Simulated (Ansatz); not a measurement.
InP: energy against strain

InP (zinc blende, F-43m, 25.763 Å³/atom at rest) under an equal strain ε in the (111) plane with the normal axis free, as in a coherent film. r2SCAN in Ansatz, a plane-wave DFT program (PAW, default set), 500 eV, 10×10×10 Γ-centred mesh, Fermi-Dirac smearing 0.05 eV; ions are relaxed within the symmetry of each cell.

Here s stands for strain and y for E less E0.

| strain (%) | E less E0 (meV/atom) |
|---|---|
| -1.25 | 3.73 |
| -0.83 | 1.63 |
| -0.42 | 0.41 |
| 0.00 | 0.00 |
| 0.42 | 0.41 |
| 0.83 | 1.58 |
| 1.25 | 3.57 |
| 2.50 | ? |

Problem. Using a parabola, estimate the missing y at s = 2.50 from the other rows, showing the fit.

Solution. Least squares gives y = -0.002 - 0.0497·s + 2.3369·s². Residuals (row less fit): 0.018, -0.019, -0.021, 0.002, 0.021, 0.013, -0.017; standard error 0.023 (degrees of freedom: 4). Twice the quadratic coefficient over the volume, 2 × 2.3369 meV × 10⁴ × 0.1602 / 25.763 Å³, is twice the biaxial elastic modulus of this plane = 291 ± 1.8 GPa. At the withheld row, y = -0.002 - 0.0497 × 2.50 + 2.3369 × 2.50² = 14.479 meV/atom. The calculation gives 13.92 meV/atom, 0.559 meV/atom below the prediction (4.0 % of the range of y in the table). The row lies outside the fitted rows, so this is an extrapolation. From the scatter of the fitted rows alone, a prediction at this place has a standard error of 0.087 meV/atom, so the miss is 6.4 times that.

One order more, fitted to all 13 runs of the series, follows each within 0.01, so the miss is the next term of a smooth law. Rows are the converged runs of the series near zero and its far end; series whose fitted rows scatter by over a few per cent of the range, as at a crossing or softening among them, aren't shown in this form. Most that stay on the fit to the last digits aren't either.
